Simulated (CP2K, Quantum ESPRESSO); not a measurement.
A CP2K input for a self-consistent single point of LaCO (C2/m, 6 atoms in the cell) (DFT PBEsol, GPW, DZVP-MOLOPT-SR-GTH basis, GTH-PBE potentials (GTH_POTENTIALS)):

```
&GLOBAL
  PROJECT scf
  RUN_TYPE ENERGY_FORCE
  PRINT_LEVEL LOW
&END GLOBAL
&FORCE_EVAL
  METHOD Quickstep
  STRESS_TENSOR ANALYTICAL
  &DFT
    BASIS_SET_FILE_NAME BASIS_MOLOPT
    BASIS_SET_FILE_NAME BASIS_MOLOPT_UCL
    POTENTIAL_FILE_NAME GTH_POTENTIALS
    &QS
      METHOD GPW
      EPS_DEFAULT 1E-10
    &END QS
    &MGRID
      CUTOFF 500
      REL_CUTOFF 60
      NGRIDS 5
    &END MGRID
    &SCF
      SCF_GUESS ATOMIC
      EPS_SCF 1E-7
      MAX_SCF 100
      ADDED_MOS 8
      &DIAGONALIZATION
        ALGORITHM STANDARD
      &END DIAGONALIZATION
      &MIXING
        METHOD BROYDEN_MIXING
        ALPHA 0.3
        NBUFFER 12
        BETA 1.5
      &END MIXING
      &SMEAR ON
        METHOD FERMI_DIRAC
        ELECTRONIC_TEMPERATURE [K] 580.23
      &END SMEAR
    &END SCF
    &KPOINTS
      SCHEME MONKHORST-PACK 7 7 4
      GAMMA_CENTERED T
    &END KPOINTS
    &XC
      &XC_FUNCTIONAL
        &PBE
          PARAMETRIZATION PBESOL
        &END PBE
      &END XC_FUNCTIONAL
    &END XC
    &PRINT
      &MO
        EIGENVALUES T
        OCCUPATION_NUMBERS T
        NDIGITS 8
        FILENAME mo
        &EACH
          QS_SCF 0
        &END EACH
        ADD_LAST NUMERIC
      &END MO
      &MULLIKEN OFF
      &END MULLIKEN
    &END PRINT
  &END DFT
  &SUBSYS
    &CELL
      A 4.07349900 0.00000000 0.00000000
      B 2.09862200 3.49130100 0.00000000
      C -0.59210000 -0.33492500 7.33579600
      PERIODIC XYZ
    &END CELL
    &COORD
      SCALED
      La       0.31643000     0.31643000     0.29245000
      La       0.68357000     0.68357000     0.70755000
      C        0.03925000     0.03925000     0.92668000
      C        0.96075000     0.96075000     0.07332000
      O        0.65265000     0.65265000     0.37930000
      O        0.34735000     0.34735000     0.62070000
    &END COORD
    &KIND La
      BASIS_SET DZVP-MOLOPT-SR-GTH
      POTENTIAL GTH-PBE-q11
    &END KIND
    &KIND C
      BASIS_SET DZVP-MOLOPT-SR-GTH
      POTENTIAL GTH-PBE-q4
    &END KIND
    &KIND O
      BASIS_SET DZVP-MOLOPT-SR-GTH
      POTENTIAL GTH-PBE-q6
    &END KIND
  &END SUBSYS
  &PRINT
    &FORCES ON
    &END FORCES
    &STRESS_TENSOR ON
    &END STRESS_TENSOR
  &END PRINT
&END FORCE_EVAL
```

Question: Translate this input to Quantum ESPRESSO.

Answer: One input that does it (others would too):

```fortran
&CONTROL
   calculation = 'scf'
   prefix = 'laco'
   outdir = './tmp'
   pseudo_dir = './'
   tprnfor = .true.
   tstress = .true.
/
&SYSTEM
   ibrav = 0
   nat = 6
   ntyp = 3
   ecutwfc = 40
   ecutrho = 200
   occupations = 'smearing'
   smearing = 'fd'
   degauss = 0.0036749
/
&ELECTRONS
   conv_thr = 1.0d-9
   mixing_beta = 0.5
/
ATOMIC_SPECIES
La   138.9055  la_pbesol_v1.uspp.F.UPF
C     12.0110  c_pbesol_v1.2.uspp.F.UPF
O     15.9990  o_pbesol_v1.2.uspp.F.UPF
ATOMIC_POSITIONS {bohr}
La    3.864313265    0.000000000    4.054130631
La    8.250488483    0.000000000    9.808514715
C    -0.665294848    0.000000000   12.846236189
C    12.780096596    0.000000000    1.016409157
O     8.258119728    0.000000000    5.258101380
O     3.856682020    0.000000000    8.604543966
K_POINTS {automatic}
7 7 4  0 0 0
CELL_PARAMETERS {angstrom}
   3.545570000    -2.005575000     0.000000000
   3.545570000     2.005575000     0.000000000
  -0.680263000     0.000000000     7.335796000
```

Basis settings and potentials, where a program has them, do not carry over. This input uses DFT, PBEsol, plane waves, GBRV 1.5 ultrasoft (PBESOL) pseudopotentials.

The starting cell comes from a database of computed structures (which also holds hypothetical and non-ambient phases and stackings), without a prior relaxation at this level.
